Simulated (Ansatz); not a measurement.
**A computed series for Ge: carrier doping**

Take Ge in the diamond structure (space group Fd-3m, No. 227; a = 5.675 Å) as the base.

Carriers are added at fixed cell with a uniform background; the Fermi–Dirac width is that of 300 K.

Level of theory: r2SCAN (Ansatz, an electronic-structure program), scalar-relativistic without spin-orbit coupling.

Notes on the quantities. Fermi level from band edge: Fermi level relative to the doped band's edge (positive inside the band; to 0.05 eV).

```tsv
variant	Fermi level from band edge	gap between the host's bands
undoped	–	0.36 eV
electrons 1.0×10^21 cm⁻³	+0.55 eV	0.36 eV
electrons 1.5×10^21 cm⁻³	+0.60 eV	0.36 eV
electrons 1.0×10^22 cm⁻³	+1.10 eV	0.37 eV
holes 1.0×10^21 cm⁻³	+0.40 eV	0.35 eV
holes 1.5×10^21 cm⁻³	+0.50 eV	0.35 eV
holes 1.0×10^22 cm⁻³	+1.35 eV	0.31 eV
```

Carriers are added with a uniform compensating background; total energy and stress of such cells depend on the potential's zero and are not compared; many-body gap narrowing is missing at this level. No phonon test of stability was made.
